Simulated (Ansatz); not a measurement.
Reference: RbBr (Fm-3m), PBEsol, rigid bands (plane waves, PAW, scalar-relativistic; Ansatz, a first-principles code); geometry: cell and atoms relaxed with PBEsol.

Space group Fm-3m (No. 225); a = 6.843 Å, b = 6.843 Å, c = 6.843 Å, α = 90.00°, β = 90.00°, γ = 90.00°

```csv
atom,site,symmetry,x,y,z
Rb,4a,m-3m,0.0000,0.0000,0.0000
Br,4b,m-3m,0.5000,0.5000,0.5000
```
(The calculation used a cell of 2 atoms; values per cell refer to that cell.)

| Item | Value |
|---|---|
| band gap | 4.23 eV |
| electron conductivity mass | 0.37 mₑ |
| Seebeck coefficient, n-type 1e19 cm⁻³ | -178 μV/K |

### Question
Swap Rb for K, keeping the structure type. How do these values move?

### Answer
KBr (Fm-3m): volume per atom 40.1 to 35.1 Å³; band gap stays about the same (4.23 eV to 4.34 eV); electron conductivity mass stays about the same (0.37 mₑ to 0.38 mₑ); Seebeck coefficient, n-type 1e19 cm⁻³ stays about the same (-178 μV/K to -180 μV/K).

### Question
Replace Br by Cl on the same sites and relax. What happens?

### Answer
RbCl (Fm-3m): volume per atom 40.1 to 35.0 Å³; band gap rises (4.23 eV to 4.90 eV); electron conductivity mass rises (0.37 mₑ to 0.43 mₑ); Seebeck coefficient, n-type 1e19 cm⁻³ rises in size (-178 μV/K to -193 μV/K).

### Question
Swap Rb for Li, keeping the structure type. How do these values move?

### Answer
LiBr (Fm-3m): volume per atom 40.1 to 19.8 Å³; band gap rises (4.23 eV to 4.98 eV); electron conductivity mass falls (0.37 mₑ to 0.35 mₑ); Seebeck coefficient, n-type 1e19 cm⁻³ stays about the same (-178 μV/K to -171 μV/K).

Moves up to 5 % count as about the same. Masses are for dilute carriers at 300 K, harmonic means over directions unless an axis is named. Seebeck coefficients are for the stated density at 300 K, with one relaxation time for all states and whether or not that doping can be reached. Spin-orbit coupling is left out.

Formula and space group known from diffraction (Crystallography Open Database), not checked to be the room-temperature form: RbBr (Fm-3m).
